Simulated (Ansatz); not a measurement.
An Ansatz (an electronic-structure program) input (PBE (Ansatz), no spin-orbit coupling):

Ansatz 0.2 input:
```yaml
crystal:
  lattice:
    - [0, 4.0964968339, 4.0964968339]
    - [4.0964968339, 0, 4.0964968339]
    - [4.0964968339, 4.0964968339, 0]
  atoms:
    - { symbol: Br, position: [0.75, 0.75, 0.75] }
    - { symbol: Cs, position: [0, 0, 0] }
basis: { ecutwfc: 420, ecutrho_ratio: 4, xc_grid: 2, fft_grid_basis: typed }
kpoints: { mp_grid: { grid: [7, 7, 7] } }
hamiltonian:
  xc: pbe
  dispersion: none
  pseudopotentials: { kind: paw }
scf: { occupations: { method: fermi_dirac, width: 0.05 }, convergence: { dr2_threshold: 0.0000000002 } }
output: { forces: true, stress: true }
checkpoint: { write: state.ck, write_every: 1000 }
```

### Question
Which symmetry and how many k-points will the program report, and about how many plane waves at Γ?

### Answer
Space group F-43m (ITA 216) with 24 operations, k-points 20 of 343, and 2733 plane waves at Γ.

Stability against distortions was not tested. The cell is CsBr in the zinc blende structure (space group F-43m, No. 216; a hypothetical phase, not in the database extracts checked).
